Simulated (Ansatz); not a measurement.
**PbSe, element substitutions**

Consider PbSe in the rock salt structure (space group Fm-3m, No. 225; a = 6.178 Å).

Each row replaces one element on all its sites; cell and atoms are relaxed.

The values are results of r2SCAN/PAW in Ansatz (a first-principles code), no spin-orbit coupling, not measurements.

Candidates:
(a) Pb → Os
(b) Pb → C
(c) Se → Te

Before the change:

| Property | Result |
|---|---|
| Volume per atom | 29.48 Å³ |

Q: Order them by volume per atom, lowest first.

A: (b) Pb → C (12.07 Å³), (a) Pb → Os (17.05 Å³), (c) Se → Te (34.87 Å³)

The magnetic state is the one reached from the starting moments; the real material's order can differ, and small cells can't hold many antiferromagnetic ones. Whether these cells are dynamically stable was not tested. As relaxed here, OsSe and SeC are hypothetical phases, not in the database extracts checked. Spin-polarised in the final run: OsSe; the other runs are not.
